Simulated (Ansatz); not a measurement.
Input and output of a zone-centre phonon calculation for Ge (P6_3/mmc, 4 atoms in the cell) (Ansatz, a program for electronic structure).

Method of the run: LDA (PW92), PAW files made with PBE (plane waves; Ansatz).

```
Ge
1.0
    3.97760     0.00000     0.00000
   -1.98880     3.44470     0.00000
    0.00000     0.00000     6.56638
Ge
4
Direct
  0.66667   0.33333   0.06290
  0.33333   0.66667   0.93710
  0.33333   0.66667   0.56290
  0.66667   0.33333   0.43710
```

Reference input (self-consistent single point, DFT, LDA (PW92), plane waves, PAW files made with PBE): basis.ecutwfc = 30.9 Ry; kpoints.mp_grid.grid = 10 10 5; hamiltonian.xc = lda; hamiltonian.pseudopotentials = {kind: paw} (the program's default PAW files); scf.occupations.method = fermi_dirac; scf.occupations.width = 0.0073 Ry. This run's input differs from it in these lines:

Ansatz 0.2 input:
```diff
@@ -13,3 +13,3 @@
 kpoints:
-  mp_grid: { grid: [10, 10, 5] }
+  mp_grid: { grid: [14, 14, 8] }
 hamiltonian:
@@ -19,6 +19,4 @@
   occupations: { method: fermi_dirac, width: 0.0073 Ry }
-output:
-  forces: true
-  eigenvalues: true
-  stress: true
+phonons:
+  method: dfpt
```

The program printed (abridged):

```
SCF iter   1: F=—  HF=-16863.113524 eV  |F-HF|=—  |Δ(HF+E_count)|=         —  Δρ=3.51e-2  dr2=1.01e0  ethr=3.10e-3  ⟨swp⟩=5.7  Hψ=55752  notcnv=0
all-band conjugate gradients solve this SCF's bands
preconditioner: auto → Kerker (q_TF=auto, 2.521 Å⁻¹)
SCF iter   2: F=—  HF=-16862.988584 eV  |F-HF|=—  |Δ(HF+E_count)|=   1.25e-1  Δρ=2.29e-2  dr2=5.04e-1  ethr=1.81e-3  ⟨swp⟩=2.0  Hψ=20269  notcnv=0  defer=39
   [... lines left out ...]
SCF iter  11: F=—  HF=-16862.842023 eV  |F-HF|=—  |Δ(HF+E_count)|=  3.57e-10  Δρ=2.64e-7  dr2=9.27e-11  ethr=3.03e-12  ⟨swp⟩=3.0  Hψ=28406  notcnv=0  defer=39
SCF iter  12: F=-16862.842023 eV  HF=-16862.842023 eV  |F-HF|=7.28e-12  |Δ(HF+E_count)|=  1.09e-11  Δρ=6.84e-8  dr2=3.26e-12  ethr=1.00e-12  ⟨swp⟩=5.8  Hψ=58286  notcnv=0
the search or the solves at the SCF's close seem to have found levels that the self-consistency loop had missed (the run counts 9) …
SCF 1 converged in 12 iterations: F = -16862.842023 eV  dr2 = 3.26e-12
DFPT response loops at Γ: preconditioner auto → Kerker (q_TF=auto, 2.521 Å⁻¹) (partly filled bands, converged f_vac=0.063) …
the response loops of the zone centre start from zero, take more passes and end by a threshold …
Free energy (F): -16862.842023 eV
Internal energy: -16862.835304 eV  (E = F + TS)
E sigma→0 (E₀):  -16862.838663 eV
Entropy (-TS):   -0.006719 eV (-1.680 meV/atom)
Fermi energy:    8.390605 eV
   [... lines left out ...]
  ASR residual: 3.723e-5 → 0.000e0 eV/Å²; symmetrization residual: 4.475e-6 eV/Å²
  ASR residual per site (eV/Å²): 3.72e-5 3.72e-5 3.72e-5 3.72e-5
  Γ frequencies (cm⁻¹): 0.00 0.00 0.00 53.92 53.92 213.15 233.74 272.21 272.21 284.46 286.11 286.11
  non-analytic LO–TO correction: not included (Born effective charges unavailable; polar crystals: no LO–TO splitting at Γ)
```

The run converged in 12 iterations. 

Summary of the result:
```
Property                                                                                              Result
--------------------------------------------------------  --------------------------------------------------
Free energy E − TS (on the zero of these files)                                               -16862.8420 eV
Fermi level (on the code's own zero)                                                                 8.39 eV
Zone-centre frequencies (cm⁻¹; negative means imaginary)  0, 0, 0, 54, 54, 213, 234, 272, 272, 284, 286, 286
```

The starting cell comes from a database of computed structures (which also holds hypothetical and non-ambient phases and stackings), without a prior relaxation at this level. Its lattice was rescaled by up to half a per cent.

Cost on one core of a shared machine: roughly 7 min.
